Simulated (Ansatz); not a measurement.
For NiSb (P6_3/mmc), PBEsol, DFPT electron-phonon coupling, linearised Boltzmann equation (Ansatz, a first-principles code) gives a transport coupling λ_tr = 0.321 and a Drude plasma energy ħω_p = 6.55 eV along x (a = (3.91, 0.00, 0.00) Å; b = (-1.96, 3.39, 0.00) Å; c = (0.00, 0.00, 5.07) Å).

Estimate the resistivity at 300 K from the high-temperature formula ρ = 2π λ_tr k_B T / (ħ ε₀ ω_p²), and say how the full Boltzmann solution compares.

The scattering rate is 1/τ = 2π λ_tr k_B T/ħ = 7.92e13 s⁻¹ and ω_p = 9.95e15 s⁻¹, so ρ ≈ 9.03 μΩ·cm. The Boltzmann solution gives 8.10 μΩ·cm, 0.90 times the estimate; it lies lower because k_BT is not large against the phonon energies and the solution lets the distribution adjust.

A metal at this level (no band gap). Only scattering by harmonic phonons is included (no impurities, grain boundaries, electron-electron scattering or thermal expansion). Spin-orbit coupling is left out. Halving the electron mesh (24x24x16) moves the resistivity by up to 3 % at 300 K, the coupling by up to 2 %. Smearing 0.20 eV; phonons on a 4x4x3 q mesh, which this run doesn't test.

Formula and space group known from diffraction (Crystallography Open Database), not checked to be the room-temperature form: NiSb (P6_3/mmc). Treated as nonmagnetic (a ferromagnetic start lost its moment, other orders weren't tried): NiSb (P6_3/mmc).
